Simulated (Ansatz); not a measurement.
# Effect of biaxial strain +1.74 %, plane normal [111], relaxed out of plane on BP

Start from BP in the zinc blende structure (space group F-43m, No. 216; a = 4.5202 Å). Axes: x, y, z lie along the cube axes.

Now apply this change: biaxial strain +1.74 %, plane normal [111], relaxed out of plane (Cartesian); in-plane vectors clamped, the third vector and the atoms free.

The values are results of plane-wave PAW DFT at the PBEsol level (Ansatz, a quantum-chemistry and plane-wave program, 420 eV), no SOC, not measurements. k-mesh 13×13×13 (Γ-centred); smearing 0.05 eV (Fermi–Dirac).

The volume per atom goes up by 0.363 Å³, from 11.54 Å³ to 11.91 Å³ and the shortest interatomic distance goes up by 0.0023 Å to 1.960 Å. The energy increases by 9.6 meV/atom and the pressure (mean of the normal stresses, compression positive) shrinks by 4.90 GPa, from -0.01 GPa to -4.91 GPa. The band gap decreases by 0.085 eV (1.11 eV → 1.03 eV) and the gap character comes out as indirect, Γ → F–Γ (17 % along). The smallest direct gap decreases by 0.26 eV, from 3.38 eV to 3.12 eV and the hole mass amounts to 0.15 mₑ out of plane, 0.53 mₑ in plane (at Γ). The valence-band top at Γ (three highest levels, from the VBM) goes from 0.00, 0.00, 0.00 eV to 0.00, -0.16, -0.16 eV and the out-of-plane strain amounts to -0.35 %. The ratio −ε⊥/ε∥ amounts to 0.20.

Cost of the whole job for the changed cell (relaxation, final SCF and bands): very roughly 40 core-seconds.

Effective masses come from finite differences of ±0.01 Å⁻¹. Stability against distortions was not tested. k-point labels follow each cell's own Brillouin zone.
